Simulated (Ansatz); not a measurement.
# Pressure series in BP

The parent structure is BP in the zinc blende structure (space group F-43m, No. 216; a = 4.537 Å).

Cell and atoms are relaxed at each pressure.

All numbers come from r2SCAN in Ansatz (plane waves to 500 eV, PAW, without spin-orbit coupling).

Notes on the quantities. enthalpy: H = E + PV relative to the base's energy.

```json
[
 {"variant": "base", "band gap": "1.41 eV", "enthalpy": "–", "width of the top valence band": "5.74 eV", "smallest direct gap": "3.60 eV"},
 {"variant": "pressure −2 GPa", "band gap": "1.43 eV", "enthalpy": "-0.15 eV/atom", "width of the top valence band": "___", "smallest direct gap": "3.58 eV"},
 {"variant": "pressure −1 GPa", "band gap": "1.42 eV", "enthalpy": "-0.07 eV/atom", "width of the top valence band": "5.71 eV", "smallest direct gap": "3.59 eV"},
 {"variant": "pressure 1.8 GPa", "band gap": "1.40 eV", "enthalpy": "+0.13 eV/atom", "width of the top valence band": "5.80 eV", "smallest direct gap": "3.62 eV"},
 {"variant": "pressure 4.2 GPa", "band gap": "1.38 eV", "enthalpy": "+0.30 eV/atom", "width of the top valence band": "5.88 eV", "smallest direct gap": "3.64 eV"},
 {"variant": "pressure 9 GPa", "band gap": "1.34 eV", "enthalpy": "+0.64 eV/atom", "width of the top valence band": "6.04 eV", "smallest direct gap": "___"},
 {"variant": "pressure 18 GPa", "band gap": "1.28 eV", "enthalpy": "+1.25 eV/atom", "width of the top valence band": "6.29 eV", "smallest direct gap": "3.76 eV"},
 {"variant": "pressure 30 GPa", "band gap": "___", "enthalpy": "+2.03 eV/atom", "width of the top valence band": "6.59 eV", "smallest direct gap": "3.86 eV"},
 {"variant": "pressure 45 GPa", "band gap": "1.10 eV", "enthalpy": "+2.96 eV/atom", "width of the top valence band": "6.92 eV", "smallest direct gap": "3.98 eV"},
 {"variant": "pressure 60 GPa", "band gap": "1.00 eV", "enthalpy": "+3.84 eV/atom", "width of the top valence band": "7.21 eV", "smallest direct gap": "4.11 eV"}
]
```

### Question
Complete the table.

### Answer

- pressure −2 GPa, width of the top valence band: 5.67 eV
- pressure 9 GPa, smallest direct gap: 3.68 eV
- pressure 30 GPa, band gap: 1.19 eV

Load acts through the strain it causes; cell and atoms are relaxed under it. No phonon test of stability was made. Competing high-pressure phases were not computed.

Ansatz is an electronic-structure program.
